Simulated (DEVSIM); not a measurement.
Structure: illuminated Si n-on-p cell, one wavelength, with a back-surface field, at 300 K.

```tsv
layer (left to right)	material	thickness (μm)	Nd (cm⁻³)	Na (cm⁻³)	τn (s)	τp (s)	absorption coefficient (cm⁻¹)
1	Si	0.0640	8e17	-	3.6e-6	6.4e-8	410
2	Si	270	-	7.7e15	4e-6	4e-6	410
3	Si	0.190	-	8e18	4e-6	4e-6	410
```

Left contact: ohmic, minority hole recombination velocity 200 cm/s. Right contact: ohmic, minority electron recombination velocity 9e6 cm/s. Voltage is applied to the left contact. Recombination: SRH at mid-gap, radiative, Auger. Light enters at the left, 2e18 photons cm⁻² s⁻¹, one pass, no reflection. Mobility is μmin + (μ − μmin)/(1 + (N/Nref)^α).

This is a model device: material constants are rounded textbook-type values typed into the input, and sizes, dopings and lifetimes were drawn at random. Values at 300 K.

| parameter | Si |
|---|---|
| gap (eV) | 1.124 |
| affinity (eV) | 4.05 |
| permittivity | 11.7 |
| Nc (cm⁻³) | 2.86e19 |
| Nv (cm⁻³) | 3.1e19 |
| μn (cm²/Vs) | 1417 |
| μp (cm²/Vs) | 470 |
| μn,min | 52 |
| μp,min | 45 |
| Nref,n | 9.7e16 |
| Nref,p | 2.2e17 |
| αn | 0.68 |
| αp | 0.72 |
| B (cm³/s) | 4.7e-15 |
| Cn (cm⁶/s) | 2.8e-31 |
| Cp (cm⁶/s) | 9.9e-32 |

Model (solved in DEVSIM): 1D drift-diffusion, Boltzmann statistics, complete ionisation; no tunnelling, impact ionisation, image-force lowering or self-heating.

The photon flux was swept, all else fixed.

| photon flux (cm^-2 s^-1) | largest power (mW/cm²) | share of generated pairs collected at short circuit | open-circuit voltage (V) | fill factor |
|---|---|---|---|---|
| 6e16 | 3.49 | 0.828 | 0.540 | 0.81 |
| 2e17 | 12.4 | 0.829 | 0.571 | 0.82 |
| 6e17 | 39.4 | 0.832 | 0.600 | 0.82 |
| 2e18 | 139 | 0.842 | 0.631 | 0.82 |
| 6e18 | 437 | (withheld) | (withheld) | (withheld) |
| 2e19 | 1430 | 0.919 | 0.692 | 0.70 |
| 6e19 | 3280 | 0.963 | 0.728 | 0.49 |

Q: Some entries are withheld; supply them.

A: 
- 6e18, share of generated pairs collected at short circuit: 0.866
- 6e18, open-circuit voltage (V): 0.659
- 6e18, fill factor: 0.80
